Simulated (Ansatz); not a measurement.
**What pressure −2 GPa does to SiC**

Start from SiC (space group P6_3mc, No. 186; a = 3.078 Å, c = 10.076 Å).

Perturbation: a negative pressure, −2 GPa.

Method: PBEsol, PAW, 420 eV (Ansatz, an electronic-structure program; spin-orbit coupling left out), earlier PAW set. Γ-centred 12×12×4 mesh, Fermi–Dirac width 0.05 eV.

- Volume per atom = 10.43 Å³ (base 10.33 Å³)
- Density = 3.19 g/cm³ (base 3.22 g/cm³)
- Lattice parameter a = 3.087 Å (base 3.078 Å)
- c/a ratio = 3.274 (base 3.273)
- Shortest interatomic distance = 1.889 Å (base 1.883 Å)
- Band gap = 2.12 eV (base 2.12 eV)
- Gap character = indirect, Γ → M (base indirect, Γ → M)
- Width of the top valence band = 2.46 eV (base 2.47 eV)
- Valence-band top at Γ (three highest levels, from the VBM) = 0.00, 0.00, -0.05 eV (base 0.00, 0.00, -0.05 eV)

Load acts through the strain it causes; cell and atoms are relaxed under it. Whether these cells are dynamically stable was not tested.
